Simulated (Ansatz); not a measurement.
Ge on the Ca site + O vacancy (Ge_Ca+V_O) in rock-salt CaO (the name describes the start): one set of geometries, relaxed with PBE, evaluated in Ansatz (PAW, plane waves to 420 eV, 500 eV under r2SCAN) with PBE, r2SCAN.

Set-up: 64-site cell; 2×2×2 shifted k-points; start: the Ca site; O 2.42 Å away; charged states image-corrected; finite-size errors of tenths of an eV; relaxed from one start, so a lower configuration may exist; flagged in the runs: a strain field that reaches the edge of the cell.

| quantity | PBE | r2SCAN |
|---|---|---|
| host gap (eV) | 3.66 | 4.20 |
| ε(+2/+1) above the VBM (eV) | 1.97 | 2.30 |
| ε(+1/0) above the VBM (eV) | 2.37 | 2.77 |
| ε(0/−1) above the VBM (eV) | not bound | not settled |
| largest moment on one atom at charge +1 (μB) | 0.07 | 0.08 |
| neutral formation energy against fcc Ca, germanium, O2 molecule in a box (eV) | 9.93 | 11.03 |

PBE narrows the gap by 0.54 eV against r2SCAN, the highest level run, and puts the levels shown 0.36 eV lower above the valence-band maximum on average (from the rounded values).

"Not bound" means that the carrier spreads over host band states in this cell; a shallow level, bound over tens of ångströms, can't be resolved here.

Ansatz is a program for electronic structure.
